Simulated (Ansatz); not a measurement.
The starting structures come from a database of crystals and need not be the phases stable at ambient conditions.

Inside the gap of an insulator the Bloch states are evanescent, with a wavenumber k + iκ along the transport direction.

```
CELL_PARAMETERS angstrom
      6.83429     0.00000     0.00000
      0.00000     8.50962     0.00000
      3.41715     4.25481     3.41715
ATOMIC_POSITIONS crystal
  Au 0.25000 0.37500 0.50000
  Au 0.75000 0.87500 0.00000
  Au 0.75000 0.87500 0.50000
  Au 0.25000 0.87500 0.00000
  Cl 0.00000 0.30871 0.00000
  Cl 0.50000 0.05871 0.00000
  Cl 0.50000 0.44129 0.00000
  Cl 0.00000 0.69129 0.00000
```

Space group of this cell: I4_1/amd. The cell was relaxed by PBE-D3(BJ).

Transport runs along the normal of the first two printed cell vectors, the (100) plane of the conventional cell.

The gap is the functional's own, uncorrected, and κ follows it; spin-orbit coupling is left out. Mid-gap values are interpolated between the computed energies.

Task: Estimate the band gap and the smallest decay constant κ at mid-gap that r2SCAN run with Ansatz (a program for electronic structure) returns for this system.

Result: Gap 1.92 eV on a 10×10×10 mesh; κ = 0.181 1/Å, at the zone centre.
